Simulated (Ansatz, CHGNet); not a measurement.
For ZnSnO3 (R3c, No. 161; start mp-13334), the machine-learned potential CHGNet 0.3.0 (trained on PBE and PBE+U data) gives:

| Property | Result |
|---|---|
| lattice parameter a | 5.353 Å |
| lattice parameter c | 14.231 Å |

**Question.** What does PBE-D3(BJ) in Ansatz (plane waves, PAW) give for the same quantities?

**Answer.** 
- lattice constant a: 5.314 Å (drops by 0.7 %)
- lattice parameter c: 14.085 Å (shrinks by 1.0 %)

Changes are worked out from the printed values.

Unless a cell is named, each level is at its own relaxed cell (CHGNet 0.3.0 11.77, PBE-D3(BJ) 11.48 Å³/atom).

Caveats: the relaxation could not lower the start's symmetry, so the cell can be a saddle point above a distorted one (CHGNet 0.3.0, PBE-D3(BJ)). Ansatz's density-functional and Hartree–Fock values are scalar-relativistic unless marked +SOC, with PAW data made under PBE.

A start named mp-… is a Materials Project structure, which can be a computed phase never made.

Ansatz is a first-principles code.
